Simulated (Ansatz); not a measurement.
Start from a 12-atom supercell of FeS$_{2}$ (space group Pnnm, No. 58; a = 4.367 Å, b = 5.333 Å, c = 3.344 Å; non-magnetic) at its relaxed geometry.

Computed with Ansatz (a first-principles code) PBEsol, no spin-orbit coupling.

For the base:

| Quantity | Result |
|---|---|
| Mean distance from the defect site to its nearest host atoms | 2.20 Å |
| Pressure | 0.0 GPa |

The change: a neutral S vacancy, atoms relaxed at fixed cell, starting from a slightly rattled geometry.

Problem. Predict the new largest displacement of a host atom from its site in the perfect cell.

Solution. The largest displacement of a host atom from its site in the perfect cell amounts to 0.24 Å.

Problem. Estimate the effect on the mean distance from the defect site to its nearest host atoms.

Solution. The mean distance from the defect site to its nearest host atoms grows by 0.14 Å (2.20 Å → 2.34 Å).

Problem. How does this affect the pressure?

Solution. The pressure goes from zero to -2.3 GPa.

Other magnetic orders, which the real material may have, were not ruled out. The cell is small, so the values are those of an ordered compound at a high defect concentration; dilute-limit values will differ. A case with no gap was solved on a k-mesh chosen for an insulator, which is coarse for it. Seeded moments were not kept for S vacancy and the base. Spin-polarised in the final run: S vacancy; the other runs are not. The defect cell is spin-polarised and ends with 0.0 μB.
